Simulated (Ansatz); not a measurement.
NaF: band gap against pressure

NaF (rock salt, Fm-3m, 12.399 Å³/atom and stress up to 0.01 GPa in the relaxed cell, cube axes along x, y and z) under hydrostatic pressure, with the cell free. PBEsol in Ansatz, a plane-wave DFT program (PAW, default set), 420 eV, 12×12×12 Γ-centred mesh, Fermi-Dirac smearing 0.05 eV; ions are relaxed, or left where forces stay under 0.02 eV/Å, within the symmetry of each cell. Gaps are the smallest over the k-mesh and a band path, without spin-orbit coupling; in all rows the valence edge lies at Γ and the conduction edge at Γ.

Here P stands for pressure and Eg for gap.

| pressure (GPa) | gap (eV) |
|---|---|
| -1.0 | 6.087 |
| 0.0 | 6.199 |
| 0.3 | 6.230 |
| 0.7 | 6.272 |
| 1.5 | 6.350 |
| 3.0 | ? |

Fit Eg of the 5 rows that show it with a straight line. Means: P 0.30000, Eg 6.2276. About the means, the sum of products is 0.35600 and the sum of squares of P is 3.3800; the slope is their ratio. Least squares gives Eg = 6.1960 + 0.10533·P. Residuals (row less fit): -0.0037, 0.0030, 0.0024, 0.0023, -0.0040; standard error 0.0041 (degrees of freedom: 3). Over these rows the gap moves by 105 ± 2 meV per GPa.

### Question
Predict the withheld Eg at P = 3.0 from the fit, and compare with the calculation.

### Answer
Eg = 6.1960 + 0.10533 × 3.0 = 6.5120 eV. The calculation gives 6.492 eV, 0.0200 eV below the prediction (4.9 % of the range of Eg in the table). The row lies outside the fitted rows, so this is an extrapolation. From the scatter of the fitted rows alone, a prediction at this place has a standard error of 0.0074 eV, so the miss is 2.7 times that.

A polynomial of degree 2 through the 6 other runs of the series gives 6.482 there. Other structures, which can take over under pressure, weren't tried. Rows are the converged runs of the series near zero and its far end, less any whose ions stayed unrelaxed beside relaxed ones; series whose fitted rows scatter by over a few per cent of the range, as at a crossing or softening among them, aren't shown in this form. Most that stay on the fit to the last digits aren't either.
